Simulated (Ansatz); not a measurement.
Data:

```
CELL_PARAMETERS angstrom
      3.89972     0.00000     0.00000
     -1.94986     3.37726     0.00000
      0.00000     0.00000     5.96303
ATOMIC_POSITIONS crystal
  La 0.33333 0.66667 0.24304
  La 0.66667 0.33333 0.75696
  O  0.00000 0.00000 0.00000
  O  0.33333 0.66667 0.64785
  O  0.66667 0.33333 0.35215
```

No spin polarisation.

All numbers come from DFT with PBE, PAW potentials and a 420 eV plane-wave cutoff in Ansatz (an electronic-structure program), no SOC, earlier PAW set. Γ-centred 10×10×6 mesh, Fermi–Dirac width 0.05 eV.

Problem. Estimate the electron mass.

Solution. 1.4 mₑ along c, 1.5 mₑ across (at K).

Problem. Estimate the gap character.

Solution. Indirect, L → K.

Load acts through the strain it causes; cell and atoms are relaxed under it. Masses are band curvatures over ±0.01 Å⁻¹ around the edge. No phonon test of stability was made. No other phases were tried under pressure. The cell was made from La₂O₃ (space group P-3m1, No. 164) by this change: pressure 7 GPa.
